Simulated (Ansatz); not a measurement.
The starting structures come from a database of crystals and need not be the phases stable at ambient conditions.

Data:

```
CELL_PARAMETERS angstrom
      4.65968     0.00000     0.00000
      0.49090     6.39506     0.00000
     -2.08439     3.19753     2.20370
ATOMIC_POSITIONS crystal
  Al 0.00000 0.00000 0.00000
  Al 0.00000 0.50000 0.00000
  H  0.13262 0.11738 0.26524
  H  0.86738 0.88262 0.73476
  H  0.86738 0.38262 0.36738
  H  0.13262 0.61738 0.63262
  H  0.50000 0.75000 0.36738
  H  0.50000 0.25000 0.63262
```

Space group of this cell: R-3c. The cell is taken as given.

Transport runs along the normal of the first two printed cell vectors, the (110) plane of the conventional cell.

No gap correction and no spin-orbit coupling; mid-gap values are interpolated between computed energies.

### Question
Predict the band gap and the smallest decay constant κ at mid-gap from r2SCAN in Ansatz (an electronic-structure program).

### Answer
Gap 3.15 eV on a 14×14×14 mesh; κ = 0.325 1/Å, at the zone centre.
